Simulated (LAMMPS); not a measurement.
An MD run on a melt made from Cu (fcc) with 75 % of Cu sites Pd, 4000 atoms, at 1620 K and 0 GPa, brought to that temperature within a few picoseconds.

Model: classical MD, pair style eam, the elements' _u3.eam files (universal-3 set of Foiles, Baskes and Daw) (LAMMPS).

**Question.** Give the state found, the coordination number of Cu by Pd, the coordination number of Cu by Cu, the first peak of g(r), Cu-Cu as this potential yields it.

**Answer.** state found: liquid; coordination number of Cu by Pd: 9.8 (counted to 3.62 Å); coordination number of Cu by Cu: 2.25 (counted to 3.46 Å); first peak of g(r), Cu-Cu: 2.50 Å, height 2.0.

Caution: a run this short can hold a crystal over, or a liquid under, the potential's own melting point, which these runs don't give.
